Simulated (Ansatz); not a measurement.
What biaxial strain −2.08 %, plane normal [111], relaxed out of plane does to Sn

Take Sn in the diamond structure (space group Fd-3m, No. 227; a = 6.566 Å) as the base. Axes: x, y, z lie along the cube axes.

It is then changed as follows: biaxial strain −2.08 %, plane normal [111], relaxed out of plane (Cartesian); in-plane vectors clamped, the third vector and the atoms free.

Computed with Ansatz (a program for electronic structure) r2SCAN, no SOC. k-mesh 12×12×12 (Γ-centred); smearing 0.05 eV (Fermi–Dirac).

The volume per atom decreases by 1.076 Å³ to 34.32 Å³ and the space group goes from Fd-3m (No. 227) to R-3m (No. 166). The shortest interatomic distance shrinks by 0.035 Å, from 2.843 Å to 2.808 Å and the energy rises by 9.6 meV/atom. The pressure (mean of the normal stresses, compression positive) goes from zero to 1.4 GPa and the band gap is still zero. The out-of-plane strain amounts to +1.12 % (rough).

Final structure (turned so that z lies along the plane normal):

```
CELL_PARAMETERS angstrom
      4.54662     0.00000     0.00000
      2.27331     3.93749     0.00000
      2.27331    -1.31250     3.83367
ATOMIC_POSITIONS crystal
  Sn 0.99656 0.00172 0.00516
  Sn 0.50344 0.24828 0.74484
```

Cost of the whole job for the changed cell (relaxation, final SCF and bands): roughly 60 core-seconds.

Without a gap, meshes like the base's 12×12×12 leave anisotropic stresses uncertain by several tenths of a GPa, and small strain energies with them. Whether these cells are dynamically stable was not tested.
